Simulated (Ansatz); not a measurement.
**Short convergence ladders for Zr4CN3 (R3m, 8 atoms in the cell)**

```xyz
8
Lattice="1.6252 0.9383 10.6238 -1.6252 0.9383 10.6238 0.0000 -1.8767 10.6238" Properties=species:S:1:pos:R:3 pbc="T T T"
Zr     0.0000     0.0000    27.9135
Zr     0.0000     0.0000     4.0079
Zr     0.0000     0.0000    11.9391
Zr     0.0000     0.0000    19.9323
C      0.0000     0.0000     0.0000
N      0.0000     0.0000     7.9204
N      0.0000     0.0000    23.9511
N      0.0000     0.0000    15.9357
```

Base method: LDA (PW92), default PAW files made with PBE (plane waves; Ansatz, a first-principles code).

Base settings: basis.ecutwfc = 30.9 Ry; kpoints.mp_grid.grid = 7 7 7; hamiltonian.xc = lda; hamiltonian.pseudopotentials = {kind: paw} (the program's default PAW files); scf.occupations.method = fermi_dirac; scf.occupations.width = 0.0073 Ry.

The count of work is k-points × plane waves × bands × iterations; it is no time. Core times come from one kind of shared machine, to one figure; runs under 30 s give none.

**Shifted k-point meshes**

In this ladder: kpoints.mp_grid.shift = 0.5 0.5 0.5.

Only quantities that move along the ladder and can be compared are tabulated.

| kpoints.mp_grid.grid | free energy less the last step's (meV/atom) | pressure (GPa) | largest difference of a force vector from the last step's (eV/Å) | count of work / last | core time / last (rough) |
|---|---|---|---|---|---|
| 2 2 2 | 5.33 | -7.05 | 1.509 | 0.0022 | – |
| 4 4 4 | 7.01 | -6.66 | 0.087 | 0.015 | – |
| 6 6 6 | -7.93 | -7.02 | 0.041 | 0.042 | – |
| 8 8 8 | 1.70 | -6.82 | 0.050 | 0.090 | – |
| 10 10 10 | -1.30 | -6.88 | 0.032 | 0.16 | 0.2 |
| 12 12 12 | 0.51 | -6.83 | 0.017 | 0.27 | 0.3 |
| 15 15 15 | 0.11 | -6.85 | 0.002 | 0.51 | 0.5 |
| 19 19 19 | 0.00 | -6.85 | 0.000 | 1.0 | 1 |

Coarsest kpoints.mp_grid.grid that holds the pressure within 0.05 GPa of the last step, with all finer ones: 8 8 8, at 0.090 of the last step's count of work; the step before is off by 0.17 GPa.

Coarsest kpoints.mp_grid.grid that holds the forces within 0.005 eV/Å of the last step, with all finer ones: 15 15 15; the step before is off by 0.017 eV/Å.

Coarsest kpoints.mp_grid.grid that holds the free energy within 1 meV/atom of the last step, with all finer ones: 12 12 12, at 0.27 of the last step's count of work and about 0.3 of the last step's time; the step before is off by 1.3 meV/atom.

**The k-point mesh at a smearing width of 0.3 eV**

In this ladder: scf.occupations.width = 0.022 Ry.

Only quantities that move along the ladder and can be compared are tabulated.

| kpoints.mp_grid.grid | free energy less the last step's (meV/atom) | pressure (GPa) | largest difference of a force vector from the last step's (eV/Å) | count of work / last | core time / last (rough) |
|---|---|---|---|---|---|
| 4 4 4 | 1.72 | -6.18 | 0.053 | 0.011 | – |
| 5 5 5 | -3.52 | -6.42 | 0.079 | 0.016 | – |
| 6 6 6 | -3.61 | -6.46 | 0.016 | 0.028 | – |
| 7 7 7 | 0.03 | -6.32 | 0.025 | 0.038 | – |
| 9 9 9 | -0.17 | -6.33 | 0.005 | 0.074 | – |
| 13 13 13 | -0.03 | -6.32 | 0.001 | 0.20 | 0.2 |
| 19 19 19 | 0.00 | -6.32 | 0.000 | 0.58 | 0.7 |
| 23 23 23 | 0.00 | -6.32 | 0.000 | 1.0 | 1 |

Coarsest kpoints.mp_grid.grid that holds the forces within 0.02 eV/Å of the last step, with all finer ones: 9 9 9, at 0.074 of the last step's count of work; the step before is off by 0.025 eV/Å.

Coarsest kpoints.mp_grid.grid that holds the free energy within 1 meV/atom of the last step, with all finer ones: 7 7 7, at 0.038 of the last step's count of work; the step before is off by 3.6 meV/atom.

Coarsest kpoints.mp_grid.grid that holds the pressure within 0.05 GPa of the last step, with all finer ones: 7 7 7, at 0.038 of the last step's count of work; the step before is off by 0.14 GPa.

Two neighbours can agree and both be off: 5 5 5 and 6 6 6 differ by 0.09 meV/atom in the free energy, yet lie about 3.6 meV/atom from the last step.

**The width of Methfessel-Paxton smearing**

In this ladder: kpoints.mp_grid.grid = 12 12 12; scf.occupations.method = methfessel_paxton.

Narrow widths need finer meshes than wide ones, so the last steps can hold mesh noise.

Only quantities that move along the ladder and can be compared are tabulated; pressure and forces are left out, as mesh noise rules them at narrow widths.

```csv
scf.occupations.width,free energy less the last step's (meV/atom)
0.0735 Ry,-1.54
0.0367 Ry,-0.80
0.022 Ry,-0.26
0.0147 Ry,-0.06
0.0073 Ry,0.00
```

Widest scf.occupations.width that holds the free energy within 1 meV/atom of the last step, with all finer ones: 0.0367 Ry; the step before is off by 1.5 meV/atom.

On the base run: the starting cell comes from a database of computed structures (which also holds hypothetical and non-ambient phases and stackings), without a prior relaxation at this level. Its lattice was rescaled by up to half a per cent. One atom was moved a little off its site on purpose. In the base run, with a pressure of about -7 GPa the cell is away from its equilibrium volume at this level. Ansatz's pressure includes its estimate of the finite-basis (Pulay) stress.

Left out of this page: 2 runs of the series outside the window shown, repeating another row's setting, or not comparable.

Keys are those of Ansatz 0.2.
